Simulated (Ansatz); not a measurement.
Take W in the bcc (W type) structure (space group Im-3m, No. 229) as the base.

```yaml
crystal:
  lattice:
    - [-1.58464, 1.58464, 1.58464]
    - [1.58464, -1.58464, 1.58464]
    - [1.58464, 1.58464, -1.58464]
  atoms:
    - { symbol: W, position: [0.00000, 0.00000, 0.00000] }
```

Cartesian axes are those of the cell as printed.

Level of theory: DFT with r2SCAN, PAW potentials and a 500 eV plane-wave cutoff in Ansatz (a first-principles code), no SOC.

For the base:

The band gap is zero. The volume per atom is 15.92 Å³.

It is then changed as follows: compressive biaxial strain of 0.43 % in the plane normal to [001], as in epitaxy on a mismatched substrate; the out-of-plane cell vector and the atoms relax.

Question: What happens to the band gap?

Answer: The band gap remains zero.

Question: Estimate the effect on the volume per atom.

Answer: The volume per atom falls by 0.082 Å³ to 15.83 Å³.

Question: Estimate the effect on the energy relative to the base.

Answer: The energy increases by 1.1 meV/atom.

Without a gap, meshes like the base's 21×21×21 leave anisotropic stresses uncertain by several tenths of a GPa, and small strain energies with them. No phonon test of stability was made. The final runs are not spin-polarised.
